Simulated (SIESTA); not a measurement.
Worked example: self-consistent single point of KTiO₂F (P4/mmm, 5 atoms in the cell) in SIESTA.

Method of the run: GGA PBEsol, numerical atomic orbitals DZP, PseudoDojo PBEsol standard norm-conserving potentials (rewritten from UPF to PSML) in SIESTA.

```
KTiO2F
1.0
    3.87551     0.00000     0.00000
    0.00000     3.87551     0.00000
    0.00000     0.00000     4.18480
K Ti O F
1 1 2 1
Cartesian
  0.00000   0.00000   0.00000
  1.93775   1.93775   2.09240
  1.93775   0.00000   2.09240
  0.00000   1.93775   2.09240
  1.93775   1.93775   0.00000
```

Reference input (self-consistent single point, DFT, GGA PBEsol, numerical atomic orbitals DZP, PseudoDojo PBEsol standard norm-conserving potentials (rewritten from UPF to PSML)): XC.functional = GGA; XC.authors = PBEsol; potentials = PseudoDojo PBEsol standard; PAO.BasisSize = DZP; PAO.EnergyShift = 0.01 Ry; MeshCutoff = 350 Ry; kgrid.MonkhorstPack = 7 7 7; OccupationFunction = FD; ElectronicTemperature = 10 K; MaxSCFIterations = 150; SCF.Mixer.Method = Pulay; SCF.Mixer.Weight = 0.2. This run's input differs from it in these lines:

```diff
@@ -31,3 +31,3 @@
 PAO.EnergyShift              0.01 Ry
-MeshCutoff                   350 Ry
+MeshCutoff                   100 Ry
 %block kgrid.MonkhorstPack
```

Log, with long lists cut:

```
        iscf     Eharris(eV)        E_KS(eV)     FreeEng(eV)     dDmax    Ef(eV) dHmax(eV)
   scf:    1    -3960.206210    -3987.922376    -3987.922376  1.055356 -3.818744 15.748514
   scf:    2    -4004.991800    -3998.383177    -3998.383177  0.151615 -6.650487  6.461499
   scf:    3    -3997.532570    -3999.479425    -3999.479425  0.155116 -6.403459  2.368972
   scf:    4    -3999.116898    -3999.819083    -3999.819083  0.081788 -6.641127  2.226055
   scf:    5    -3999.960924    -4000.008270    -4000.008270  0.062231 -6.100939  0.483240
   [... 4 lines left out ...]
   scf:   10    -4000.025813    -4000.025730    -4000.025730  0.001989 -6.067488  0.001289
   scf:   11    -4000.025730    -4000.025730    -4000.025730  0.000029 -6.067275  0.000365
   scf:   12    -4000.025730    -4000.025730    -4000.025730  0.000055 -6.067090  0.000039
   scf:   13    -4000.025730    -4000.025730    -4000.025730  0.000001 -6.067089  0.000019
SCF Convergence by DM+H criterion
max |DM_out - DM_in|         :     0.0000010899
max |H_out - H_in|      (eV) :     0.0000191114
SCF cycle converged after 13 iterations

Using DM_out to compute the final energy and forces

siesta: E_KS(eV) =            -4000.0257

siesta: E_KS - E_eggbox =     -4000.0257

siesta: Atomic forces (eV/Ang):
     1   -0.000000    0.000000    0.000000
     2    0.000000   -0.000000    0.000000
     3   -0.000000    0.000000   -0.000000
     4   -0.000000    0.000000   -0.000000
     5   -0.000000    0.000000    0.000000
   Tot   -0.000000    0.000000   -0.000001
   Max    0.000000
   Res    0.000000    sqrt( Sum f_i^2 / 3N )
   Max    0.000000    constrained

Stress tensor Voigt[x,y,z,yz,xz,xy] (kbar):       27.09       27.09       43.04        0.00       -0.00       -0.00
   [... lines left out ...]
siesta: FreeEng =     -4000.025730
   [... lines left out ...]
siesta:     0.016907   -0.000000   -0.000000
siesta:    -0.000000    0.016907    0.000000
siesta:    -0.000000    0.000000    0.026865

siesta: Cell volume =         62.853929 Ang**3

siesta: Pressure (static):
siesta:                Solid            Molecule  Units
siesta:          -0.00022030         -0.00022030  Ry/Bohr**3
siesta:          -0.02022665         -0.02022664  eV/Ang**3
siesta:         -32.40666302        -32.40665769  kBar
```

The run converged in 13 iterations. Against the reference run the free energy falls by 5.5 meV/atom, the pressure goes from -4.32 to -3.24 GPa and the gap on the mesh moves little (0.849 to 0.846 eV).

The starting cell comes from a database of computed structures (which also holds hypothetical and non-ambient phases and stackings), without a prior relaxation at this level. Values carry the incompleteness of an atom-centred basis. The basis of the alkali or alkaline-earth atoms may lack their empty d shell, which can raise the gap.

Cost on one core of a shared machine: roughly 80 s.
